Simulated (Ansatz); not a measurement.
The reference is BN in the zinc blende structure (space group F-43m, No. 216; a = 3.625 Å).

Modification: cell and atoms relaxed at a pressure of 1.5 GPa.

Levels (all Ansatz, a first-principles code, PAW): PBE (420 eV, spin-orbit coupling left out); r2SCAN (500 eV, spin-orbit coupling left out); HSE06 (420 eV, no SOC); PBE+SOC (420 eV, with spin-orbit coupling).

One geometry, relaxed with PBE, under each level:

Notes on the quantities. hole mass: degenerate bands, along [100].

The valence-band top lists the three highest levels at Γ (Kramers pairs under SOC), from the VBM.

```tsv
level	band gap	lowest conduction level above the VBM at special points	valence-band top at Γ	electron mass	hole mass	pressure
PBE	4.47 eV	X 4.47 eV; U 6.91 eV; K 6.91 eV; Γ 8.81 eV	0.00, 0.00, 0.00 eV	0.91 mₑ along k, 0.30 mₑ across (at X)	0.50, 0.53, 0.53 mₑ (at Γ)	14.8 kbar
r2SCAN	4.99 eV	X 4.99 eV; U 7.51 eV; K 7.51 eV; Γ 9.54 eV	–	0.87 mₑ along k, 0.29 mₑ across (at X)	0.48, 0.52, 0.52 mₑ (at Γ)	-32.6 kbar
HSE06	(withheld)	(withheld)	–	–	–	–
PBE+SOC	4.46 eV	X 4.46 eV; U 6.90 eV; K 6.90 eV; Γ 8.80 eV	0.00, 0.00, -0.02 eV	0.91 mₑ along k, 0.30 mₑ across (at X)	0.52 mₑ (at Γ)	14.8 kbar
```

**Question.** Give the withheld HSE06 results.

**Answer.** 
- HSE06, band gap: 5.78 eV
- HSE06, lowest conduction level above the VBM at special points: X 5.78 eV; U 8.36 eV; K 8.36 eV; Γ 10.55 eV

Single points use the geometry relaxed with PBE. Their cutoffs differ, which shifts pressures a little. HSE06 was sampled on its mesh, a few special points and the semilocal edge points, so its gap is an upper bound. The spin-orbit shifts are approximate. Load acts through the strain it causes; cell and atoms are relaxed under it. Masses are band curvatures over ±0.01 Å⁻¹ around the edge. Along k means along the line from Γ to the band edge. Stability against distortions was not tested.
